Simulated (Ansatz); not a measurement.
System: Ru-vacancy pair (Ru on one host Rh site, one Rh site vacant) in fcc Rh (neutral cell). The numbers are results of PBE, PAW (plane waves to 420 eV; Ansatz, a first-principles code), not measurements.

32-site cell at the relaxed PBE lattice, a 2×2×2 k-point mesh shifted by half a step, smearing 0.10 eV, spin-restricted, no finite-size correction. Static, classical nuclei. Forms of the defect that were not tried may lie lower.

Barriers: single points on a 4×4×4 k-point mesh shifted by half a step at the bands' geometries (they differ from the bands' own by up to 0.05 eV, and are uncertain by about as much).

Relaxed starting cell (atoms counted from 1):

```
CELL_PARAMETERS angstrom
      7.66000     0.00000     0.00000
      0.00000     7.66000     0.00000
      0.00000     0.00000     7.66000
ATOMIC_POSITIONS crystal
  Ru 0.99993 0.99893 0.00061
  Rh 0.99973 0.00260 0.49967
  Rh 0.99973 0.49804 0.00425
  Rh 0.99964 0.49773 0.49940
  Rh 0.49977 0.00026 0.00189
  Rh 0.49985 0.99956 0.50139
  Rh 0.49980 0.49982 0.00112
  Rh 0.49957 0.50035 0.50187
  Rh 0.99964 0.24904 0.75264
  Rh 0.99962 0.75088 0.25082
  Rh 0.99975 0.75189 0.75334
  Rh 0.49960 0.24974 0.25142
  Rh 0.49961 0.25009 0.75167
  Rh 0.49969 0.75010 0.25165
  Rh 0.49967 0.75007 0.75173
  Rh 0.24516 0.00288 0.25054
  Rh 0.24941 0.99990 0.75258
  Rh 0.24809 0.49831 0.25184
  Rh 0.24965 0.50032 0.75179
  Rh 0.75416 0.00268 0.25032
  Rh 0.74992 0.99994 0.75257
  Rh 0.75108 0.49852 0.25179
  Rh 0.74975 0.50027 0.75191
  Rh 0.24513 0.24881 0.00447
  Rh 0.24807 0.25012 0.50021
  Rh 0.24947 0.75098 0.00167
  Rh 0.24957 0.75023 0.50188
  Rh 0.75393 0.24865 0.00440
  Rh 0.75102 0.25023 0.50016
  Rh 0.75012 0.75090 0.00156
  Rh 0.74951 0.75023 0.50204
```

End state 1 differs by these moves (Å; atoms that move under 0.08 Å are left out):

```csv
atom,element,Δx,Δy,Δz
1,Ru,0.00,1.93,1.93
```

Task: What is the computed forward and backward barriers to end state 1 (PBE, PAW)?

Result: forward 2.18 eV, backward 2.18 eV; at the saddle point atom 1 has neighbours 4 Rh at 2.47, 2 Rh at 2.96, 2 Rh at 2.99 Å. The saddle point's order was not checked, and it lies on a symmetry element of the cell, where a band can be held.

End state 2 differs by these moves (Å; atoms that move under 0.08 Å are left out):

```
atom  element     Δx    Δy    Δz
----  -------  -----  ----  ----
16         Rh  -1.86  1.86  0.00
```

Task: Estimate the forward and backward barriers to end state 2 that PBE, PAW returns for this input.

Result: forward 1.79 eV, backward 1.79 eV; at the saddle point atom 16 has neighbours Rh at 2.46, Rh at 2.52, Rh at 2.55, 2 Rh at 2.86, 2 Rh at 3.12; Ru at 2.43 Å. The saddle point's order was not checked, and it lies on a symmetry element of the cell, where a band can be held.
